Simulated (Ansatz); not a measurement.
Take PbS in the rock salt structure (space group Fm-3m, No. 225; a = 6.0089 Å) as the base.

Computed with Kohn–Sham DFT with the PBE functional, run in Ansatz (a program for electronic structure) with PAW and 420 eV plane waves, scalar-relativistic without spin-orbit coupling.

Base values:

The density comes out as 7.32 g/cm³ and the valley order is L along ⟨111⟩ 0.49 eV; a point along ⟨110⟩, about 0.6 Å⁻¹ from Γ 1.36 eV.

Modification: a hydrostatic pressure of 2.1 GPa.

**Question.** Predict the new hole mass.

**Answer.** The hole mass is 0.14 mₑ along k, 0.12 mₑ across (at L).

**Question.** How does this affect the density?

**Answer.** The density goes up by 0.274 g/cm³, from 7.32 g/cm³ to 7.60 g/cm³.

**Question.** Predict the new valley order.

**Answer.** The valley order (the lowest conduction-band minima on the path, energy above the VBM, named in the base's zone) goes from L along ⟨111⟩ 0.49 eV; a point along ⟨110⟩, about 0.6 Å⁻¹ from Γ 1.36 eV to L along ⟨111⟩ 0.36 eV; a point along ⟨110⟩, about 0.7 Å⁻¹ from Γ 1.27 eV.

Spin-orbit coupling, missing from the scalar runs, can matter with Pb. The levels and masses belong to the bands next to the band gap. Load acts through the strain it causes; cell and atoms are relaxed under it. Masses are band curvatures over ±0.01 Å⁻¹ around the edge. Along k means along the line from Γ to the band edge. No phonon test of stability was made.
